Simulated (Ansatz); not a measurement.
Where the default PAW files enter, the runs use the earlier of Ansatz's two default sets.

Inside the gap of an insulator the Bloch states are evanescent, with a wavenumber k + iκ along the transport direction.

Data:

```xyz
4
Lattice="4.4236 0.0000 0.0000 2.2118 4.4155 0.0000 2.2118 -0.3693 1.2224" Properties=species:S:1:pos:R:3 pbc="T T T"
B      5.8981     4.0451     1.2221
B      2.9490     2.0220     0.6109
N      5.8981     2.5300     0.7643
N      2.9490     0.5069     0.1531
```

Space group of this cell: P6_3mc, wurtzite. The cell is taken as given; by r2SCAN its mean pressure is -5.0 GPa.

Transport runs along the normal of the first two printed cell vectors, the (111) plane of the conventional cell.

The gap is the functional's own. No spin-orbit coupling. Mid-gap values are interpolated on the energy grid.

Problem. Estimate the band gap and the smallest decay constant κ at mid-gap that r2SCAN run with Ansatz (a first-principles code) returns for this system.

Solution. Gap 5.75 eV on a 24×24×24 mesh; κ = 0.412 1/Å, at (0.000, 0.500) of the in-plane reciprocal vectors. At the zone centre, at the nearest computed energy, the slowest state has κ = 0.43 1/Å.
